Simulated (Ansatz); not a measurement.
Input:

```
CELL_PARAMETERS angstrom
     -1.65595     1.65595     5.70050
      1.65595    -1.65595     5.70050
      1.65595     1.65595    -5.70050
ATOMIC_POSITIONS crystal
  Nb 0.74987 0.74987 0.00000
  Nb 0.49987 0.99987 0.50000
  P  0.33276 0.33276 0.00000
  P  0.08276 0.58276 0.50000
```

Computed with PBEsol with spin-orbit coupling, rigid bands (plane waves, PAW; Ansatz, a program for electronic structure). Condition of this run: uniaxial stress zz = -2 GPa (compression positive) (the target of the relaxation). Cell: cell and atoms relaxed with PBEsol, then loaded as said.

Q: Is this a good metal at this level?

A: No. No gap is resolved, and few carriers conduct, as in a semimetal or a zero-gap semiconductor. N(E_F) = 0.189 states/eV a cell at 300 K and the Drude plasma energy along the best axis is 1.39 eV, several times under that of a simple or noble metal.

Computed structure with no diffraction record at hand here (it may be known, metastable or hypothetical): NbP under load (space group I4_1md).
